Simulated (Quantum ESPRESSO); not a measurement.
Input and output of a self-consistent single point for ZnP (P6_3mc, 4 atoms in the cell) (Quantum ESPRESSO).

Method of the run: PBEsol, GBRV 1.5 ultrasoft (PBESOL) pseudopotentials (plane waves; Quantum ESPRESSO).

The change in words: lattice scaled by 0.98. Reference geometry:
```
ZnP
1.0
    3.63466     0.00000     0.00000
   -1.81733     3.14771     0.00000
    0.00000     0.00000     6.91407
Zn P
2 2
Cartesian
  0.00000   2.09847   2.46030
  1.81733   1.04923   5.91734
  0.00000   2.09847   0.13247
  1.81733   1.04923   3.58951
```

Reference input (self-consistent single point, DFT, PBEsol, plane waves, GBRV 1.5 ultrasoft (PBESOL) pseudopotentials): ecutwfc = 50 Ry; ecutrho = 250 Ry; occupations = smearing; smearing = gaussian; degauss = 0.0147 Ry; potentials = {Zn: zn_pbesol_v1.uspp.F.UPF, P: p_pbesol_v1.5.uspp.F.UPF}; K_POINTS = automatic 10 10 5 0 0 0; conv_thr = 1e-10 Ry; mixing_beta = 0.7. This run's input differs from it in these lines:

```diff
@@ -10,4 +10,4 @@
     ibrav = 4,
-    celldm(1) = 6.8685120717,
-    celldm(3) = 1.902260427031,
+    celldm(1) = 6.7311421938,
+    celldm(3) = 1.902260436591,
     nat = 4,
@@ -28,6 +28,6 @@
 ATOMIC_POSITIONS {angstrom}
-Zn    0.0000000000    2.0984719647    2.4603026688
-Zn    1.8173300306    1.0492359823    5.9173376688
-P     0.0000000000    2.0984719647    0.1324735812
-P     1.8173300306    1.0492359823    3.5895085812
+Zn    0.0000000000    2.0565026365    2.4110967578
+Zn    1.7809835261    1.0282513182    5.7989912578
+P     0.0000000000    2.0565026365    0.1298241172
+P     1.7809835261    1.0282513182    3.5177186172
 K_POINTS {automatic}
```

Output (repeated stretches shortened):

```
     Self-consistent Calculation

     iteration #  1     ecut=    50.00 Ry     beta= 0.70

     Threshold (ethr) on eigenvalues was too large:
     Diagonalizing with lowered threshold

     total energy              =    -953.28252560 Ry
     estimated scf accuracy    <       0.23699063 Ry

     iteration #  2     ecut=    50.00 Ry     beta= 0.70

     total energy              =    -953.32730024 Ry
     estimated scf accuracy    <       0.47282570 Ry

     iteration #  3     ecut=    50.00 Ry     beta= 0.70

     total energy              =    -953.40917036 Ry
     estimated scf accuracy    <       0.00251781 Ry

   [... 4 blocks of this kind left out ...]

     iteration #  8     ecut=    50.00 Ry     beta= 0.70

     total energy              =    -953.41022598 Ry
     estimated scf accuracy    <          5.2E-10 Ry

     iteration #  9     ecut=    50.00 Ry     beta= 0.70
     End of self-consistent calculation

     the Fermi energy is     7.7042 ev

!    total energy              =    -953.41022598 Ry
     estimated scf accuracy    <          1.4E-11 Ry
     smearing contrib. (-TS)   =      -0.00272618 Ry
     internal energy E=F+TS    =    -953.40749979 Ry

     convergence has been achieved in   9 iterations

     Forces acting on atoms (cartesian axes, Ry/au):

     atom    1 type  1   force =     0.00000000    0.00000000   -0.00301311
     atom    2 type  1   force =    -0.00000000    0.00000000   -0.00301311
     atom    3 type  2   force =     0.00000000    0.00000000    0.00301311
     atom    4 type  2   force =     0.00000000    0.00000000    0.00301311

     Total force =     0.006026     Total SCF correction =     0.000001

          total   stress  (Ry/bohr**3)                   (kbar)     P=        4.17
  -0.00000155  -0.00000000   0.00000000           -0.23       -0.00        0.00
  -0.00000000  -0.00000155   0.00000000           -0.00       -0.23        0.00
   0.00000000   0.00000000   0.00008815            0.00        0.00       12.97

   JOB DONE.
```

The run converged in 9 iterations. Against the reference run the free energy drops by 10.9 meV/atom, the pressure goes from -3.87 to 0.42 GPa and the largest force goes from 0.020 to 0.077 eV/Å.

The starting cell comes from a database of computed structures (which also holds hypothetical and non-ambient phases and stackings), without a prior relaxation at this level. For this run, on top of that: lattice scaled by 0.98. The run gives no clean gap (levels at the Fermi energy touch, overlap or are partly filled at this smearing), which alone does not show that the compound is a metal.

Cost on one core of a shared machine: roughly 60 s.
